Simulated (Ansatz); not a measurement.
## NH2 on the 1x1 (110) surface of 3C silicon carbide (cut with top plane C + Si), one in a 2x2 cell, started at the site 'top Si'

Host crystal: 3C silicon carbide, with a band gap (PBE, scalar-relativistic without spin-orbit coupling).

These are r2SCAN, at the PBE geometry and the start's symmetry (plane waves to 500 eV, PAW; Ansatz, a first-principles code) values and carry that method's errors.

Slab: 51 atoms, 7.7 Å thick at the start under the adsorbate (thin: gaps and levels are the slab's own); k 3x3x1, smearing 0.01 eV, dipole-corrected; single point; on the structure that PBE left under its start's symmetry; spin-polarised, ending with about 1.0 μB a cell; orders that need a larger cell were not tried, no spin-orbit, no U, no dispersion correction. The program's check for a lower electronic state was not made. At the end it is bonded to Si. In PBE it is, or lies within 0.03 eV of, the lowest of the starts that converged; the order may differ at this level.

```yaml
adsorption energy against NH3(g) − ½ H2(g) at the same level: -18.4 kcal/mol
change_of_the_step_from_the_bottom_to_the_top_vacuum_level_against_the_clean_slab: -0.12 eV
height of the binding atom over the mean of the host atoms within 0.3 Å of the top one: 1.653 Å
magnetic_moment_of_the_cell: 1.00 μB
nearest_host_atoms_of_the_binding_atom: Si at 1.72 Å, C at 2.92 Å, C at 2.92 Å
note: in the relaxation the adsorbate left its starting site by 1.0 Å
cost: about 18 core-minutes (a rough figure)
```

A negative adsorption energy means that the adsorbate is more stable on the surface than in its reference.
